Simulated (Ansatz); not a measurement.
The reference is Rh in the fcc (Cu type) structure (space group Fm-3m, No. 225; a = 3.755 Å; relaxed with 0.1 eV smearing). Axes: x, y, z lie along the cube axes.

The values are results of Ansatz (a program for electronic structure) LDA, spin-orbit coupling left out, not measurements.

Strains are applied to the cell and any free atomic positions relax.

One change was made to it. Results:

The pressure (mean of the normal stresses, compression positive) goes from zero to 0.5 GPa; the energy goes up by 11 meV/atom.

What was done to the base?
(A) tensor shear ε_xy = +1.71 %
(B) tensor shear ε_xy = +0.29 %
(C) tensor shear ε_xy = +1.14 %
(D) tensor shear ε_xy = +0.86 %
(E) tensor shear ε_xy = +2.00 %

A, tensor shear ε_xy = +1.71 %. For comparison, the energy relative to the base in the other runs: tensor shear ε_xy = +0.29 % gives +0.3 meV/atom; tensor shear ε_xy = +0.86 % gives +2.7 meV/atom; tensor shear ε_xy = +1.14 % gives +4.7 meV/atom; tensor shear ε_xy = +2.00 % gives +15 meV/atom.

No phonon test of stability was made. The final runs are not spin-polarised.
